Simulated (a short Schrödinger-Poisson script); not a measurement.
Stack: MOS inversion layer, Al2O3 on p-type InP, at 300 K.

| layer | material | thickness (nm) | Na (cm⁻³) |
|---|---|---|---|
| 1 | Al2O3 | 6.3 | - |
| 2 | InP | 730 | 4.3e17 |

The device is made up for the run: typed textbook-type constants, with dimensions and the other settings drawn at random. Al2O3: permittivity 9, conduction-band edge (eV) 3.03, gap (eV) 6.8, electron mass (mₑ) 0.3. InP: permittivity 12.5, conduction-band edge (eV) 0, gap (eV) 1.344, Nv at 300 K (cm⁻³) 1.1e19.

Channel valleys (confinement mass, in-plane density-of-states mass, number): Γ 0.08, 0.08, 1. At the gate the conduction-band edge of layer 1 lies 3.43 eV − eVg above the Fermi level of the channel; the field vanishes at the back. Gaps are held at their typed values at every temperature. Mesh 0.03 nm at interfaces.

From a short Schrödinger-Poisson script (our own, NumPy): 1D Poisson equation in equilibrium, electrons quantum, Hartree (BenDaniel-Duke, 12 states a valley, the channel's in-plane mass for all, wave functions free to enter the dielectric), parabolic valleys, classical holes, full ionisation, no traps, pinning or gate leakage.

The same stack at other levels of the model or other numerical settings:

| run | sheet density of all electrons at Vg = 2.2 V (cm⁻²) | sheet density of all electrons at Vg = 1 V (cm⁻²) | capacitance at Vg = 2.2 V (μF/cm²) | centroid of the channel electrons at Vg = 2.2 V (nm) | rough cost against the base |
|---|---|---|---|---|---|
| base | 6.91e12 | 4.02e11 | 0.944 | 2.33 | about 1 |
| electrons treated as classical, Boltzmann | ___ | 1.18e12 | 1.22 | 0.38 | 0.04 |
| electrons treated as classical, Fermi-Dirac | 7.32e12 | 7.84e11 | 0.949 | 1.84 | 0.3 |
| electrons treated as quantum, Hartree plus LDA exchange-correlation | ___ | 4.58e11 | 0.952 | 2.28 | 1 |
| mesh six times as coarse | 6.88e12 | ___ | 0.942 | 2.36 | 0.2 |
| one subband a valley | 6.83e12 | 4.01e11 | 0.919 | 2.18 | 0.6 |

Q: Complete the blanks.

A: 
- mesh six times as coarse, sheet density of all electrons at Vg = 1 V (cm⁻²): 3.92e11
- electrons treated as quantum, Hartree plus LDA exchange-correlation, sheet density of all electrons at Vg = 2.2 V (cm⁻²): 7.09e12
- electrons treated as classical, Boltzmann, sheet density of all electrons at Vg = 2.2 V (cm⁻²): 1.00e13

The classical rows ignore confinement, and Boltzmann statistics overrate the density once the band edge passes the Fermi level.

Above a few 1e12 electrons/cm² a light Γ valley is non-parabolic and upper valleys begin to fill, which the model leaves out.
